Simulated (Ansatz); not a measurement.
Consider BaTiO₃ (space group P4mm, No. 99; a = 3.9554 Å, c = 4.0442 Å). Axes: x, y, z lie along a, b, c of the conventional cell.

It is then changed as follows: the cell is compressed by 2.96 % along y with no lateral relaxation, atoms relaxed at fixed cell.

Levels (all Ansatz, a program for electronic structure, PAW): PBEsol (420 eV, no spin-orbit coupling); r2SCAN (500 eV, no SOC); HSE06 (420 eV, no spin-orbit coupling).

One geometry, relaxed with PBEsol, under each level:

| level | band gap | lowest conduction level above the VBM at special points | pressure |
|---|---|---|---|
| PBEsol | 1.90 eV | Γ 1.90 eV; Z 2.02 eV; X 2.31 eV; Y 2.47 eV | 57.5 kbar |
| r2SCAN | 2.32 eV | Γ 2.32 eV; Z 2.43 eV; X 2.70 eV; Y 2.86 eV | 95.7 kbar |
| HSE06 | ? | ? | – |

Task: Give the withheld HSE06 results.

Result: 
- HSE06, band gap: 3.40 eV
- HSE06, lowest conduction level above the VBM at special points: Γ 3.40 eV; Z 3.54 eV; X 3.83 eV

Single points use the geometry relaxed with PBEsol. Their cutoffs differ, which shifts pressures a little. The hybrid gap comes from the SCF mesh plus the semilocal run's edge points and a few special points and is an upper bound. The cells carry an imposed strain or load. Whether these cells are dynamically stable was not tested. The final runs are not spin-polarised. k-point labels follow each cell's own Brillouin zone.
